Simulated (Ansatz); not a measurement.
## MoP: Mo → Re

The parent structure is MoP (space group P-6m2, No. 187; a = 3.241 Å, c = 3.195 Å).

Modification: Re takes the place of Mo on all its sites; the structure is relaxed again.

Method: DFT with PBE, PAW potentials and a 420 eV plane-wave cutoff in Ansatz (a quantum-chemistry and plane-wave program), without spin-orbit coupling, earlier PAW set. Settings: 16×16×16 k-points, 0.05 eV Fermi–Dirac smearing, for the changed cell.

The volume per atom drops by 0.138 Å³ to 14.40 Å³ and the lattice parameter a goes up by 0.096 Å to 3.337 Å. The c/a ratio decreases by 0.091 to 0.895 and the space group remains P-6m2 (No. 187). The shortest interatomic distance drops by 0.023 Å to 2.437 Å and the band gap is still zero.

Whether these cells are dynamically stable was not tested. As relaxed here, ReP is a hypothetical phase, not in the database extracts checked. The final runs are not spin-polarised. An odd electron count without spin: MoP.
